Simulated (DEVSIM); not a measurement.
Structure: illuminated GaAs p-on-n cell, one wavelength, at 250 K.

Layer 1 from the left is GaAs, thickness (μm) 0.540, Na (cm⁻³) 1.1e18, τn (s) 2e-9, τp (s) 4.5e-10, absorption coefficient (cm⁻¹) 48000. Layer 2 from the left is GaAs, thickness (μm) 3.40, Nd (cm⁻³) 2.2e16, τn (s) 8.9e-9, τp (s) 8.9e-9, absorption coefficient (cm⁻¹) 48000.

Left contact: ohmic, minority electron recombination velocity 6000 cm/s. Right contact: ohmic, minority hole recombination velocity 60 cm/s. Voltage is applied to the left contact. Recombination: SRH at mid-gap, radiative, Auger. Light enters at the left, 2.9e16 photons cm⁻² s⁻¹, one pass, no reflection. Mobility is constant in doping.

This is a model device: material constants are rounded textbook-type values typed into the input, and sizes, dopings and lifetimes were drawn at random. Values at 300 K; Nc and Nv go as T^1.5, mobilities as T to minus their exponent, the gap by Varshni's rule with the affinity fixed.

GaAs: gap (eV) 1.424, affinity (eV) 4.07, permittivity 12.9, Nc (cm⁻³) 4.7e17, Nv (cm⁻³) 9e18, μn (cm²/Vs) 8500, μp (cm²/Vs) 400, T exponent of μn 2.1, T exponent of μp 2.2, B (cm³/s) 2e-10, Cn (cm⁶/s) 1e-30, Cp (cm⁶/s) 1e-30, Varshni α (eV/K) 0.000541, Varshni β (K) 204.

Model (solved in DEVSIM): 1D drift-diffusion, Boltzmann statistics, complete ionisation; no tunnelling, impact ionisation, image-force lowering or self-heating.

Question: What does the simulation give for the fill factor, the dark forward voltage at 100 A/cm²?

Answer: fill factor 0.86; dark forward voltage at 100 A/cm² 1.280 V.
